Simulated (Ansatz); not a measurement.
Ansatz (an electronic-structure program) run on HfPt3 (P4mm, 4 atoms in the cell): self-consistent single point.

Method of the run: LDA (PW92), default PAW files made with PBE (plane waves; Ansatz).

The change in words: lattice scaled by 0.98; basis.ecutwfc: 420 eV → 210 eV. Reference geometry:
```xyz
4
Lattice="4.0225 0.0000 0.0000 0.0000 4.0225 0.0000 0.0000 0.0000 4.0225" Properties=species:S:1:pos:R:3 pbc="T T T"
Hf     0.0000     0.0000     0.0500
Pt     2.0112     2.0112     0.0000
Pt     0.0000     2.0112     2.0112
Pt     2.0112     0.0000     2.0112
```

Reference input (self-consistent single point, DFT, LDA (PW92), plane waves, default PAW files made with PBE): basis.ecutwfc = 420 eV; kpoints.mp_grid.grid = 7 7 7; hamiltonian.xc = lda; hamiltonian.pseudopotentials = {kind: paw} (the program's default PAW files); scf.occupations.method = gaussian; scf.occupations.width = 0.1 eV. This run's input differs from it in these lines:

Ansatz 0.2 input:
```diff
@@ -2,5 +2,5 @@
   lattice:
-    - [4.02246200, 0.00000000, 0.00000000]
-    - [0.00000000, 4.02246200, 0.00000000]
-    - [0.00000000, 0.00000000, 4.02246200]
+    - [3.94201300, 0.00000000, 0.00000000]
+    - [0.00000000, 3.94201300, 0.00000000]
+    - [0.00000000, 0.00000000, 3.94201300]
   atoms:
@@ -11,3 +11,3 @@
 basis:
-  ecutwfc: 420.0
+  ecutwfc: 210.0
 kpoints:
```

The program printed (abridged):

```
SCF iter   1: F=—  HF=-52192.038984 eV  |F-HF|=—  |Δ(HF+E_count)|=         —  Δρ=1.14e-1  dr2=4.47e0  ethr=1.77e-3  ⟨swp⟩=4.1  Hψ=5464  notcnv=0
all-band conjugate gradients solve this SCF's bands
preconditioner: auto → Resta (q_TF=auto, 2.852 Å⁻¹)
SCF iter   2: F=—  HF=-52189.649507 eV  |F-HF|=—  |Δ(HF+E_count)|=    2.39e0  Δρ=5.48e-2  dr2=9.58e-1  ethr=1.77e-3  ⟨swp⟩=2.0  Hψ=3957  notcnv=0  defer=83
   [... lines left out ...]
SCF iter   5: F=—  HF=-52189.144238 eV  |F-HF|=—  |Δ(HF+E_count)|=   6.59e-4  Δρ=4.87e-4  dr2=1.24e-4  ethr=2.50e-6  ⟨swp⟩=2.0  Hψ=3259  notcnv=0  defer=83
SCF iter   6: F=—  HF=-52189.144218 eV  |F-HF|=—  |Δ(HF+E_count)|=   2.05e-5  Δρ=5.40e-5  dr2=2.11e-6  ethr=1.55e-7  ⟨swp⟩=2.0  Hψ=2330  notcnv=0  defer=83
SCF iter   7: F=—  HF=-52189.144210 eV  |F-HF|=—  |Δ(HF+E_count)|=   7.66e-6  Δρ=1.69e-5  dr2=2.67e-7  ethr=2.63e-9  ⟨swp⟩=2.0  Hψ=2781  notcnv=0  defer=83
SCF iter   8: F=-52189.144210 eV  HF=-52189.144210 eV  |F-HF|=1.54e-9  |Δ(HF+E_count)|=   7.05e-8  Δρ=1.89e-6  dr2=2.69e-9  ethr=1.25e-10  ⟨swp⟩=7.5  Hψ=6037  notcnv=0
SCF 1 converged in 8 iterations: F = -52189.144210 eV  dr2 = 2.69e-9
Free energy (F): -52189.144210 eV
Internal energy: -52189.141209 eV  (E = F + TS)
E sigma→0 (E₀):  -52189.142709 eV
Entropy (-TS):   -0.003001 eV (-0.750 meV/atom)
Fermi energy:    25.393379 eV
--- Forces (eV/Å), atoms counted from 1 ---
  atom   1  Hf     0.00000000     0.00000000    -0.18219868
  atom   2  Pt     0.00000000     0.00000000     0.00782326
  atom   3  Pt    -0.00000000     0.00000000     0.08723917
  atom   4  Pt     0.00000000     0.00000000     0.08723917
--- Stress (GPa, compression-positive) ---
        9.436078       0.000000       0.000000
        0.000000       9.436078       0.000000
        0.000000       0.000000       9.400916
  P = ⅓ Tr σ = 9.4244 GPa (94.244 kbar)
  The stress holds the Pulay correction. Without it, at fixed plane waves, as pw.x and ABINIT print it: P = -350.0788 GPa
```

The run converged in 8 iterations. Against the reference run the free energy goes up by 6.75 eV/atom, the pressure goes from -11.64 to 9.42 GPa and the largest force goes from 0.286 to 0.182 eV/Å.

The starting cell comes from a database of computed structures (which also holds hypothetical and non-ambient phases and stackings), without a prior relaxation at this level. Its lattice was rescaled by up to half a per cent. One atom was moved a little off its site on purpose. For this run, on top of that: lattice scaled by 0.98. Spin polarisation is off. Ansatz's pressure includes its estimate of the finite-basis (Pulay) stress. Without the estimate this run gives -350.08 GPa. The cutoff lies below the one recommended for these files.
